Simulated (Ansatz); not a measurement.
CsCl-type RuAl, treated with PBE in Ansatz (plane waves, PAW).

Run with plane-wave cutoff 520 eV, 22×22×22 k mesh, Fermi–Dirac smearing 0.057 eV (set by the program), no spin polarisation, scalar-relativistic PAW data made under PBE.

The cell has the measured lattice: a = b = c = 2.992 Å, α = β = γ = 90.00°.

Q: Give the computed polycrystal shear modulus (Hill average), Voigt–Reuss–Hill bulk modulus, elastic constant C44, elastic constant C11 and elastic constant C12.

A: 
- polycrystal shear modulus (Hill average): 111 GPa
- Voigt–Reuss–Hill bulk modulus: 215 GPa
- elastic constant C44: 131 GPa
- elastic constant C11: 330 GPa
- elastic constant C12: 157 GPa

Note: the cell isn't this level's own, so it is under some stress, which shifts stiffness and frequencies.

Elastic constants are with the ions relaxed.

It cost about 2.6 core-minutes (a rough figure) of CPU time.

Ansatz is an electronic-structure program.
